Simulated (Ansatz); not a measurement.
## Sr3Ti2O7: pressure series

Start from Sr₃Ti₂O₇ (space group I4/mmm, No. 139).

```yaml
crystal:
  lattice:
    - [-1.94289, 1.94289, 10.10632]
    - [1.94289, -1.94289, 10.10632]
    - [1.94289, 1.94289, -10.10632]
  atoms:
    - { symbol: Sr, position: [0.31576, 0.31576, 0.00000] }
    - { symbol: Sr, position: [0.68424, 0.68424, 0.00000] }
    - { symbol: Sr, position: [0.50000, 0.50000, 0.00000] }
    - { symbol: Ti, position: [0.09781, 0.09781, 0.00000] }
    - { symbol: Ti, position: [0.90219, 0.90219, 0.00000] }
    - { symbol: O, position: [0.40375, 0.90375, 0.50000] }
    - { symbol: O, position: [0.59625, 0.09625, 0.50000] }
    - { symbol: O, position: [0.90375, 0.40375, 0.50000] }
    - { symbol: O, position: [0.09625, 0.59625, 0.50000] }
    - { symbol: O, position: [0.80588, 0.80588, 0.00000] }
    - { symbol: O, position: [0.19412, 0.19412, 0.00000] }
    - { symbol: O, position: [0.00000, 0.00000, 0.00000] }
```

Cell and atoms are relaxed at each pressure.

Calculations: plane-wave PAW DFT at the PBEsol level (Ansatz, a quantum-chemistry and plane-wave program, 420 eV), no spin-orbit coupling.

Notes on the quantities. enthalpy: H = E + PV relative to the base's energy.

| case | band gap | volume per atom | enthalpy |
|---|---|---|---|
| base | 1.93 eV | 12.72 Å³ | – |
| pressure −2 GPa | 1.91 eV | 12.89 Å³ | -0.16 eV/atom |
| pressure −1 GPa | 1.92 eV | 12.80 Å³ | -0.08 eV/atom |
| pressure 0.3 GPa | 1.93 eV | 12.69 Å³ | +0.02 eV/atom |
| pressure 0.7 GPa | 1.93 eV | 12.66 Å³ | +0.06 eV/atom |
| pressure 1.5 GPa | 1.94 eV | 12.59 Å³ | +0.12 eV/atom |
| pressure 3 GPa | 1.96 eV | 12.48 Å³ | +0.24 eV/atom |
| pressure 5 GPa | 1.97 eV | 12.33 Å³ | +0.39 eV/atom |
| pressure 7.5 GPa | 2.00 eV | 12.17 Å³ | +0.58 eV/atom |
| pressure 10 GPa | 2.01 eV | 12.01 Å³ | +0.77 eV/atom |

Load acts through the strain it causes; cell and atoms are relaxed under it. Stability against distortions was not tested. Competing high-pressure phases were not computed. The final runs are not spin-polarised.
